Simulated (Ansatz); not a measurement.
Density of states of CdF$_{2}$ (Fm-3m) below the valence band maximum, PBEsol, rigid bands (Ansatz, a first-principles code); cell volume 39.0 Å³.

(energy from edge (eV), 10⁻³ states/eV/cell): (0.006, 695); (0.031, 1700); (0.056, 2470); (0.081, 3440); (0.106, 4320); (0.131, 4450); (0.156, 4590); (0.181, 4740); (0.206, 4930); (0.231, 5160); (0.256, 5420); (0.281, 5740); (0.319, 6410); (0.344, 7100); (0.369, 8850); (0.394, 12600); (0.419, 14500); (0.444, 15400); (0.469, 17800); (0.494, 12400); (0.519, 8230); (0.544, 7000); (0.569, 5110); (0.594, 3720)

Q: What effective density of states at 300 K does this give (∫ g(E) exp(−E/k_BT) dE, both spins, divided by the cell's size)?

A: 9.5e20 cm⁻³, a density-of-states mass of 11.3 mₑ, valleys and band degeneracy included.

Spin-orbit coupling is left out; where it splits the top of the valence band, N_v and the p-type Seebeck coefficient come out somewhat high without it. Geometry: cell and atoms relaxed with PBEsol.

Formula and space group known from diffraction (Crystallography Open Database), not checked to be the room-temperature form: CdF2 (Fm-3m).
